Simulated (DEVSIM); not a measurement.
Structure: Si n-i-p diode, at 300 K.

| layer (left to right) | material | thickness (μm) | Nd (cm⁻³) | Na (cm⁻³) | τn (s) | τp (s) |
|---|---|---|---|---|---|---|
| 1 | Si | 1.30 | 1e19 | - | 0.00099 | 0.00099 |
| 2 | Si | 0.700 | - | 4.5e12 | 0.00099 | 0.00099 |
| 3 | Si | 0.910 | - | 3.3e18 | 0.00099 | 0.00099 |

Left contact: ohmic. Right contact: ohmic. Voltage is applied to the left contact. Recombination: SRH at mid-gap, Auger. Mobility is μmin + (μ − μmin)/(1 + (N/Nref)^α).

The device is made up for the run: typed textbook-type constants, with dimensions and the other settings drawn at random. Values at 300 K.

| parameter | Si |
|---|---|
| gap (eV) | 1.124 |
| affinity (eV) | 4.05 |
| permittivity | 11.7 |
| Nc (cm⁻³) | 2.86e19 |
| Nv (cm⁻³) | 3.1e19 |
| μn (cm²/Vs) | 1417 |
| μp (cm²/Vs) | 470 |
| μn,min | 52 |
| μp,min | 45 |
| Nref,n | 9.7e16 |
| Nref,p | 2.2e17 |
| αn | 0.68 |
| αp | 0.72 |
| Cn (cm⁶/s) | 2.8e-31 |
| Cp (cm⁶/s) | 9.9e-32 |

Simulated with DEVSIM: 1D drift-diffusion, Boltzmann statistics, complete ionisation; no tunnelling, impact ionisation, image-force lowering or self-heating.

### Question
Tabulate band edges, carrier densities and field at -0.9 V on the left contact.

### Answer
Energies count from the Fermi level of the right contact; mesh points crowd at the junctions.

```tsv
x (μm)	Ec (eV)	Ev (eV)	n (cm⁻³)	p (cm⁻³)	field (V/cm)
0.000	0.927	-0.197	1.0e19	< 1e2	≈ 0
0.02980	0.927	-0.197	1.0e19	3.3e14	≈ 0
0.09517	0.927	-0.197	1.0e19	1.1e15	≈ 0
0.2491	0.927	-0.197	1.0e19	2.8e15	≈ 0
0.7250	0.927	-0.197	1.0e19	8.2e15	≈ 0
1.062	0.927	-0.197	1.0e19	1.2e16	≈ 0
1.205	0.927	-0.197	1.0e19	1.4e16	≈ 0
1.284	0.927	-0.197	1.0e19	1.5e16	≈ 0
1.308	1.002	-0.122	5.5e17	2.7e17	20000
1.346	1.011	-0.113	3.9e17	3.9e17	≈ 0
1.428	1.011	-0.113	3.9e17	3.9e17	≈ 0
1.690	1.011	-0.113	3.9e17	3.9e17	≈ 0
1.869	1.011	-0.113	3.9e17	3.9e17	≈ 0
1.952	1.011	-0.113	3.9e17	3.9e17	≈ 0
2.000	1.044	-0.080	1.1e17	1.4e18	77000
2.030	1.067	-0.058	4.3e16	3.3e18	≈ 0
2.094	1.067	-0.058	4.0e16	3.3e18	≈ 0
2.232	1.066	-0.058	3.3e16	3.3e18	≈ 0
2.609	1.066	-0.058	1.5e16	3.3e18	≈ 0
2.785	1.066	-0.058	6.2e15	3.3e18	≈ 0
2.866	1.066	-0.058	2.2e15	3.3e18	≈ 0
2.910	1.066	-0.058	< 1e2	3.3e18	≈ 0
```
